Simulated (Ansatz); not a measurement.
CdIn2Se4: pressure 4.5 GPa

The reference is CdIn2Se4 (space group P-42m, No. 111; a = 5.780 Å, c = 5.915 Å; a cell from a computed database, its experimental status unchecked).

The change: cell and atoms relaxed at a pressure of 4.5 GPa.

Computed with PBEsol in Ansatz (plane waves to 420 eV, PAW, no spin-orbit coupling). Settings: 6×6×6 k-points, 0.05 eV Fermi–Dirac smearing.

```csv
quantity,base,changed,shift
volume per atom,28.23 Å³,25.40 Å³,-2.83 Å³
lattice parameter a,5.780 Å,5.621 Å,-0.1584 Å
c/a ratio,1.023,1.001,-0.022
enthalpy H = E + PV relative to the base's energy,–,+0.75 eV/atom,–
band gap,0.88 eV,0.98 eV,+0.10 eV
smallest direct gap,0.89 eV,0.99 eV,+0.10 eV
width of the top valence band,0.75 eV,0.65 eV,-0.095 eV
electron mass,"0.10 mₑ along c, 0.12 mₑ across (at Γ)","0.10 mₑ along c, 0.13 mₑ across (at Γ)",–
"valley order (the lowest conduction-band minima on the path, energy above the VBM, named in the base's zone)","Γ 0.88 eV; A (1/2, 1/2, 1/2) 1.66 eV","Γ 0.98 eV; A (1/2, 1/2, 1/2) 1.74 eV",–
```

Load acts through the strain it causes; cell and atoms are relaxed under it. Effective masses come from finite differences of ±0.01 Å⁻¹. Whether these cells are dynamically stable was not tested.

Ansatz is an electronic-structure program.
